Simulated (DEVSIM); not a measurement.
System: Schottky contact on n-type Si, at 300 K.

| layer (left to right) | material | thickness (μm) | Nd (cm⁻³) | τn (s) | τp (s) |
|---|---|---|---|---|---|
| 1 | Si | 17.0 | 7.3e15 | 6.2e-5 | 6.2e-5 |
| 2 | Si | 1.30 | 1.3e18 | 6.2e-5 | 6.2e-5 |

Left contact: Schottky, work function 4.52 eV, emission velocity 3.4e6 cm/s. Right contact: ohmic. Voltage is applied to the left contact. Recombination: SRH at mid-gap. Gap narrowing is on: ΔEg = 6.92 meV × (l + √(l² + 0.5)), l = ln(N/1.3e17 cm⁻³), shared equally by both band edges. Mobility is μmin + (μ − μmin)/(1 + (N/Nref)^α).

Constants are typed, rounded textbook-type inputs, not results; the design itself was drawn at random and stands for no fabricated device. Values at 300 K.

```tsv
parameter	Si
gap (eV)	1.124
affinity (eV)	4.05
permittivity	11.7
Nc (cm⁻³)	2.86e19
Nv (cm⁻³)	3.1e19
μn (cm²/Vs)	1417
μp (cm²/Vs)	470
μn,min	52
μp,min	45
Nref,n	9.7e16
Nref,p	2.2e17
αn	0.68
αp	0.72
```

Model (solved in DEVSIM): 1D drift-diffusion, Boltzmann statistics, complete ionisation; no tunnelling, impact ionisation, image-force lowering or self-heating. Metal contacts follow the ideal Schottky-Mott rule: no Fermi-level pinning, no interface dipoles.

Question: Tabulate band edges, carrier densities and field at zero bias.

Answer: Energies count from the Fermi level of the right contact; mesh points crowd at the junctions.

```csv
x (μm),Ec (eV),Ev (eV),n (cm⁻³),p (cm⁻³),field (V/cm)
0.000,0.470,-0.654,3.7e11,3.2e8,-23000
0.03026,0.406,-0.718,4.3e12,2.7e7,-19000
0.09856,0.300,-0.824,2.6e14,450000,-12000
0.2527,0.220,-0.904,5.9e15,20000,-1200
0.7735,0.214,-0.910,7.3e15,16000,≈ 0
1.776,0.214,-0.910,7.3e15,16000,≈ 0
4.039,0.214,-0.910,7.3e15,16000,≈ 0
10.87,0.214,-0.910,7.3e15,16000,≈ 0
14.30,0.214,-0.910,7.3e15,16000,≈ 0
15.77,0.214,-0.910,7.3e15,16000,≈ 0
16.47,0.214,-0.910,7.3e15,16000,≈ 0
16.84,0.212,-0.911,7.8e15,15000,-390
16.94,0.196,-0.927,1.4e16,8200,-4200
16.99,0.153,-0.970,7.6e16,1600,-20000
17.02,0.080,-1.011,1.3e18,320,-240
17.07,0.080,-1.012,1.3e18,320,≈ 0
17.19,0.080,-1.012,1.3e18,320,≈ 0
17.45,0.080,-1.012,1.3e18,320,≈ 0
17.99,0.080,-1.012,1.3e18,320,≈ 0
18.17,0.080,-1.012,1.3e18,320,≈ 0
18.25,0.080,-1.012,1.3e18,320,≈ 0
18.30,0.080,-1.012,1.3e18,320,≈ 0
```
